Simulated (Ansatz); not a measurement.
The starting structures come from a database of crystals and need not be the phases stable at ambient conditions.

 Where the default PAW files enter, the runs use the earlier of Ansatz's two default sets.

## Evanescent states of BiClO (P4/nmm, not sure to be the ambient phase, 6 atoms a cell, 18.7 Å³ an atom) along the normal of (110)

Method: r2SCAN (plane waves, PAW; Ansatz, a program for electronic structure).

The gap is the functional's own. No spin-orbit coupling. Mid-gap values are interpolated on the energy grid.

Energies count from the valence-band top; κ is the least over a 6×4 mesh across the current.

```json
[
 {"E (eV)": "0.07", "κ (1/Å)": "0.134", "where": "off Γ"},
 {"E (eV)": "0.23", "κ (1/Å)": "0.186", "where": "off Γ"},
 {"E (eV)": "0.38", "κ (1/Å)": "0.215", "where": "off Γ"},
 {"E (eV)": "0.53", "κ (1/Å)": "0.229", "where": "off Γ"},
 {"E (eV)": "0.68", "κ (1/Å)": "0.241", "where": "off Γ"},
 {"E (eV)": "0.82", "κ (1/Å)": "0.250", "where": "off Γ"},
 {"E (eV)": "0.97", "κ (1/Å)": "0.258", "where": "off Γ"},
 {"E (eV)": "1.12", "κ (1/Å)": "0.264", "where": "off Γ"},
 {"E (eV)": "1.27", "κ (1/Å)": "0.269", "where": "off Γ"},
 {"E (eV)": "1.43", "κ (1/Å)": "0.272", "where": "off Γ"},
 {"E (eV)": "1.57", "κ (1/Å)": "0.274", "where": "off Γ"},
 {"E (eV)": "1.73", "κ (1/Å)": "0.273", "where": "off Γ"},
 {"E (eV)": "1.88", "κ (1/Å)": "0.263", "where": "off Γ"},
 {"E (eV)": "2.02", "κ (1/Å)": "0.251", "where": "off Γ"},
 {"E (eV)": "2.17", "κ (1/Å)": "0.237", "where": "off Γ"},
 {"E (eV)": "2.33", "κ (1/Å)": "0.221", "where": "off Γ"},
 {"E (eV)": "2.48", "κ (1/Å)": "0.201", "where": "off Γ"},
 {"E (eV)": "2.62", "κ (1/Å)": "0.177", "where": "off Γ"},
 {"E (eV)": "2.77", "κ (1/Å)": "0.146", "where": "off Γ"},
 {"E (eV)": "2.92", "κ (1/Å)": "0.102", "where": "off Γ"}
]
```

Problem. How thick must the barrier be to attenuate the transmission by 10^4 when the electrodes' Fermi level lies at 1.57 eV, and what attenuation does that film give at 2.48 eV?

Solution. d = 4 ln 10 / (2 × 0.274) = 16.8 Å. At 2.48 eV it gives 4 × 0.201/0.274 = 2.9 decades.
